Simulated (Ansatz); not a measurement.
## What Co → Al does to CoSn

Base system: CoSn (space group P6/mmm, No. 191; a = 5.2416 Å, c = 4.1879 Å; non-magnetic).

One thing is altered: every Co is replaced by Al; the structure is relaxed again.

The values are results of DFT with r2SCAN, PAW potentials and a 500 eV plane-wave cutoff in Ansatz (a program for electronic structure), no spin-orbit coupling, not measurements. k-mesh 10×10×9 (Γ-centred); smearing 0.05 eV (Fermi–Dirac), for the changed cell.

The volume per atom goes up by 7.30 Å³ to 23.91 Å³ and the density falls by 3.82 g/cm³ (8.88 g/cm³ → 5.06 g/cm³). The c/a ratio increases by 0.101 (0.799 → 0.900) and the space group remains P6/mmm (No. 191). The shortest interatomic distance goes up by 0.261 Å (2.583 Å → 2.844 Å) and the band gap stays zero.

Stability against distortions was not tested. As relaxed here, AlSn is a hypothetical phase, not in the database extracts checked. Seeded moments were not kept for the base. The final runs are not spin-polarised.
